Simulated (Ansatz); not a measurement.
## Ir (I4/mmm): band-structure transport figures

Here is the system:

```yaml
crystal:
  lattice:
    - [0.00000, 1.91990, 1.91031]
    - [1.91990, 0.00000, 1.91031]
    - [1.91990, 1.91990, 0.00000]
  atoms:
    - { symbol: Ir, position: [0.00000, 0.00000, 0.00000] }
```

Computed with PBEsol, rigid bands (plane waves, PAW, scalar-relativistic; Ansatz, a program for electronic structure). Condition of this run: biaxial stress xx = yy = -2 GPa (compression positive) (the target of the relaxation). Cell: cell and atoms relaxed with PBEsol, then loaded as said.

| Property | Value |
|---|---|
| density of states at the Fermi level | 0.889 states/(eV·cell), both spins |
| bare Sommerfeld coefficient | 2.1 mJ/(mol of atoms·K²) |
| Drude plasma energy | 10.7 eV |
| root-mean-square Fermi velocity | 8.3e5 m/s |
| resistivity times τ | 4.3 ×10⁻²² Ω·m·s |
| resistivity times mean free path | 3.7 ×10⁻¹⁶ Ω·m² |

A metal at this level (no band gap); rigid bands, thermally averaged at 300 K, both spins. Spin-orbit coupling is left out, which matters with elements this heavy. τ is one relaxation time for all states; the product of resistivity and mean free path takes one path for all states instead.
